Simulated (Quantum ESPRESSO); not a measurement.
A user runs Quantum ESPRESSO on GaSb (F-43m, 2 atoms in the cell) and asks whether the run is sound. The aim is a self-consistent single point with DFT, PBEsol, plane waves, GBRV 1.5 ultrasoft (PBESOL) pseudopotentials.

Cell that was meant: a = 4.4477 Å, b = 4.4477 Å, c = 4.4477 Å, α = 60.00°, β = 60.00°, γ = 60.00°.

Part of the input:

```fortran
    ecutrho = 250
    occupations = 'smearing'
    smearing = 'cold'
    degauss = 0.272
/
&electrons
    conv_thr = 1.0d-9
```

Output (repeated stretches shortened):

```
     G-vector sticks info
     --------------------
     sticks:   dense  smooth     PW     G-vecs:    dense   smooth      PW
   [... lines left out ...]
        k(    1) = (   0.0000000   0.0000000   0.0000000), wk =   0.0011574
        k(    2) = (  -0.0833333   0.0833333  -0.0833333), wk =   0.0092593
        k(    3) = (  -0.1666667   0.1666667  -0.1666667), wk =   0.0092593
   [... 69 lines left out ...]

     Dense  grid:    27941 G-vectors     FFT dimensions: (  45,  45,  45)

     Smooth grid:    19987 G-vectors     FFT dimensions: (  40,  40,  40)

     Initial potential from superposition of free atoms

     starting charge      32.0000, renormalised to      34.0000
     Self-consistent Calculation

     iteration #  1     ecut=    50.00 Ry     beta= 0.70

     total energy              =    -568.78456843 Ry
     estimated scf accuracy    <      40.21855291 Ry

     iteration #  2     ecut=    50.00 Ry     beta= 0.70
     Minimization algorithm failed to find Fermi energy: reverting to bisection
     Possible cause: smearing is larger than the electronic band-gap.

     total energy              =    -597.71332716 Ry
     estimated scf accuracy    <      51.47334879 Ry

     iteration #  3     ecut=    50.00 Ry     beta= 0.70

     total energy              =    -600.48331366 Ry
     estimated scf accuracy    <       6.55994797 Ry

   [... 9 blocks of this kind left out ...]

     iteration # 13     ecut=    50.00 Ry     beta= 0.70

     total energy              =    -599.58747429 Ry
     estimated scf accuracy    <          4.8E-09 Ry

     iteration # 14     ecut=    50.00 Ry     beta= 0.70
     End of self-consistent calculation

     the Fermi energy is     7.2604 ev

!    total energy              =    -599.58747429 Ry
     estimated scf accuracy    <          3.1E-10 Ry
     smearing contrib. (-TS)   =      -0.07366176 Ry
     internal energy E=F+TS    =    -599.51381253 Ry

     convergence has been achieved in  14 iterations

     Forces acting on atoms (cartesian axes, Ry/au):

     atom    1 type  1   force =     0.00000000   -0.00000000    0.00000000
     atom    2 type  2   force =     0.00000000    0.00000000    0.00000000

     Total force =     0.000000     Total SCF correction =     0.000000

          total   stress  (Ry/bohr**3)                   (kbar)     P=        4.42
   0.00003008   0.00000000   0.00000000            4.42        0.00        0.00
   0.00000000   0.00003008  -0.00000000            0.00        4.42       -0.00
   0.00000000  -0.00000000   0.00003008            0.00       -0.00        4.42

   JOB DONE.
```

### Question
Is anything amiss in this input, and did it matter?

### Answer
The run is not sound. The fault is an energy in the wrong unit. A bare number is read in the key's own unit, and eV, Ry (13.6 eV) and Ha (27.2 eV) lie far apart, so the setting ends up far from the one that was meant. To fix it, convert the value to the unit that the key expects. The run converged in 14 iterations without an error; against the sound input the free energy rises by 145 meV/atom and the pressure goes from -3.79 to 0.44 GPa.

The sound input it was made from differs as follows (other fixes are possible):
```diff
-    degauss = 0.272
+    degauss = 0.019992
```

With that input, the run converged in 14 iterations: free energy E − TS -8158.0935 eV; Fermi level (on the code's own zero) 7.05 eV; pressure -3.79 GPa (DFT, PBEsol, plane waves, GBRV 1.5 ultrasoft (PBESOL) pseudopotentials).

On the sound input: the starting cell comes from a database of computed structures (which also holds hypothetical and non-ambient phases and stackings), without a prior relaxation at this level. Its lattice was rescaled by a random factor within 2.5 % of one. With a pressure of about -4 GPa the cell is away from its equilibrium volume at this level. The run gives no clean gap (levels at the Fermi energy touch, overlap or are partly filled at this smearing), which alone does not show that the compound is a metal.
